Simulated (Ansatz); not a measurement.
A user runs Ansatz (a program for electronic structure) on MgB2 (P6/mmm, 3 atoms in the cell) and asks whether the run is sound. The aim is a self-consistent single point with DFT, LDA (PW92), plane waves, PAW files made with PBE.

Cell that was meant: a = 2.9886 Å, b = 2.9886 Å, c = 3.4357 Å, α = 90.00°, β = 90.00°, γ = 120.00°.

Part of the input:

Ansatz 0.2 input:
```yaml
    - { symbol: Mg, position_ang: [0.000000, 0.000000, 0.000000] }
    - { symbol: B, position_ang: [1.494322, 0.862745, 1.717833] }
    - { symbol: B, position_ang: [-0.000002, 1.725494, 1.717833] }
basis:
  ecutwfc: 170.0
kpoints:
  mp_grid: { grid: [10, 10, 8] }
hamiltonian:
```

The program printed (abridged):

```
   [... lines left out ...]
PAW frozen core: B, regenerated for the run's functional, and the local potential with it
Initial density: superposition of atomic densities (chi_scale 0.1, normalization cell, long waves kept (reshape's long-wave potential 0.00 eV rms))
Initial wavefunctions: pseudopotential atomic-orbital guess
Eigensolver: davidson
Functional: x = slater, c = lda
SCF iter   1: F=—  HF=-2193.596386 eV  |F-HF|=—  |Δ(HF+E_count)|=         —  Δρ=1.03e-1  dr2=3.06e0  ethr=3.10e-3  ⟨swp⟩=4.7  Hψ=4480  notcnv=0
all-band conjugate gradients solve this SCF's bands
preconditioner: auto → none
SCF iter   2: F=—  HF=-2192.532014 eV  |F-HF|=—  |Δ(HF+E_count)|=    1.06e0  S|Δr|=    0.00e0  Δρ=5.27e-2  dr2=1.04e0  ethr=3.10e-3  ⟨swp⟩=2.0  Hψ=2237  notcnv=0  defer=1
   [... lines left out ...]
SCF iter   5: F=—  HF=-2192.120778 eV  |F-HF|=—  |Δ(HF+E_count)|=   3.82e-4  S|Δr|=    0.00e0  Δρ=2.05e-4  dr2=9.67e-6  ethr=5.63e-6  ⟨swp⟩=2.2  Hψ=1229  notcnv=0  defer=1
SCF iter   6: F=—  HF=-2192.120775 eV  |F-HF|=—  |Δ(HF+E_count)|=   2.84e-6  S|Δr|=    0.00e0  Δρ=5.17e-5  dr2=5.70e-7  ethr=6.05e-8  ⟨swp⟩=1.9  Hψ=1142  notcnv=0  defer=1
SCF iter   7: F=-2192.120775 eV  HF=-2192.120775 eV  |F-HF|=3.77e-10  |Δ(HF+E_count)|=   1.19e-7  S|Δr|=    0.00e0  Δρ=2.77e-6  dr2=1.32e-9  ethr=6.25e-10  ⟨swp⟩=4.7  Hψ=3247  notcnv=0
SCF 1 converged in 7 iterations: F = -2192.120775 eV  dr2 = 1.32e-9
Stability not checked (fill_not_monotonic)
Free energy (F): -2192.120775 eV
Internal energy: -2192.118534 eV  (E = F + TS)
E sigma→0 (E₀):  -2192.120214 eV
Entropy (-TS):   -0.002240 eV (-0.747 meV/atom)
Fermi energy:    10.261954 eV
--- Forces (eV/Å), atoms counted from 1 ---
  atom   1  Mg    -0.00000000     0.00000000     0.00000000
   [... zero for the other atoms too ...]
--- Stress (GPa, compression-positive) ---
       25.975452      -0.000000       0.000000
       -0.000000      25.975452       0.000000
        0.000000       0.000000       4.661794
  P = ⅓ Tr σ = 18.8709 GPa (188.709 kbar)
  The stress holds the Pulay correction. Without it, at fixed plane waves, as pw.x and ABINIT print it: P = -218.0858 GPa
```

Question: Can these results be used? Check the input.

Answer: The run is not sound. The fault is a basis or grid far too coarse for these potentials. The error of an incomplete plane-wave basis or grid does not cancel at such settings. To fix it, restore the cutoff that the potentials need and check convergence. The run converged in 7 iterations without an error; against the sound input the free energy rises by 3.15 eV/atom and the pressure goes from 7.09 to 18.87 GPa. At a fixed set of plane waves, without the program's Pulay estimate, the pressure is -218.09 GPa against 6.94 GPa.

An input that runs soundly differs in these lines (not the only fix; some lines may just follow from the change or write a value another way):
```diff
-basis:
-  ecutwfc: 170.0
```

With that input, the run converged in 6 iterations: free energy E − TS (on the zero of these files) -2201.5703 eV; Fermi level (on the code's own zero) 10.02 eV; pressure 7.09 GPa (DFT, LDA (PW92), plane waves, PAW files made with PBE).

On the sound input: the starting cell comes from a database of computed structures (which also holds hypothetical and non-ambient phases and stackings), without a prior relaxation at this level. Its lattice was rescaled by a random factor within 2.5 % of one. With a pressure of about 7 GPa the cell is away from its equilibrium volume at this level. Ansatz's pressure includes its estimate of the finite-basis (Pulay) stress.
